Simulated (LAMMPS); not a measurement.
Molecular dynamics of Ni (fcc), 2048 atoms, at 780 K and 0 GPa, heated as the crystal.

Model: classical MD, pair style meam, file library.meam (library.meam-Ni) (LAMMPS).

```json
{
 "state_found": "crystal; no diffusion seen in 30 ps",
 "density": "8.7942 ± 0.0001 g/cm³",
 "volume_per_atom": "11.0826 ± 0.0002 Å³/atom",
 "enthalpy_per_atom": "-4.2671 ± 0.0002 eV/atom",
 "first peak of g(r)": "2.50 Å, height 6.6",
 "coordination_number": "12.0 (counted to 3.02 Å)",
 "most common Ni-Ni-Ni angle": "at the 3° bin centred on 58.5°, after smoothing over three bins (mean of all 98°)",
 "mean frequency of the vibrational (phonon) density of states": "7.6 THz",
 "cost": "very roughly 20 core-minutes"
}
```

Potential: file library.meam of the LAMMPS distribution; its header cites Baskes, Phys Rev B, 46, 2727-2742 (1992).

Caution: the potential MEAM library.meam-Ni is a first-neighbour MEAM set with a 4 Å cutoff, used here without a parameter file and away from the static properties it was fitted to.

States go by the mean squared displacement: a species diffuses where it passes 1.5 Å², still rises and gives D over 1e-6 cm²/s; a crystal has left its structure where atoms lie 0.35 Å off their sites on average or a cubic box changes its shape by 3 %, or the axial ratios of another lie 8 % off the starting cell's, which the potential's own relaxation can also do.

The ± values are statistical; the model's systematic error is not in them.

| frequency (THz) | vibrational (phonon) density of states (1/THz) |
|---|---|
| 0.5315 | 0.0001 |
| 0.9560 | 0.0012 |
| 1.381 | 0.0081 |
| 1.806 | 0.0104 |
| 2.232 | 0.0105 |
| 2.656 | 0.0191 |
| 3.082 | 0.0261 |
| 3.506 | 0.0258 |
| 3.932 | 0.0463 |
| 4.356 | 0.0628 |
| 4.781 | 0.0725 |
| 5.207 | 0.1222 |
| 5.632 | 0.1324 |
| 6.056 | 0.1569 |
| 6.482 | 0.1641 |
| 6.906 | 0.1737 |
| 7.332 | 0.1662 |
| 7.757 | 0.1443 |
| 8.181 | 0.1490 |
| 8.606 | 0.1483 |
| 9.032 | 0.1605 |
| 9.457 | 0.1785 |
| 9.881 | 0.1636 |
| 10.31 | 0.0871 |
| 10.73 | 0.0352 |
| 11.16 | 0.0183 |
| 11.58 | 0.0116 |
| 12.01 | 0.0081 |
| 12.43 | 0.0063 |
| 12.86 | 0.0050 |
| 13.28 | 0.0042 |
| 13.71 | 0.0034 |
| 14.13 | 0.0029 |
| 14.56 | 0.0026 |
| 14.98 | 0.0022 |
| 15.41 | 0.0019 |
| 15.83 | 0.0017 |
| 16.26 | 0.0016 |
| 16.68 | 0.0014 |
| 17.11 | 0.0012 |
| 17.53 | 0.0011 |
| 17.96 | 0.0010 |
| 18.38 | 0.0009 |
| 18.81 | 0.0008 |
| 19.23 | 0.0007 |
| 19.66 | 0.0007 |
| 20.08 | 0.0006 |
| 20.51 | 0.0006 |
| 20.93 | 0.0005 |
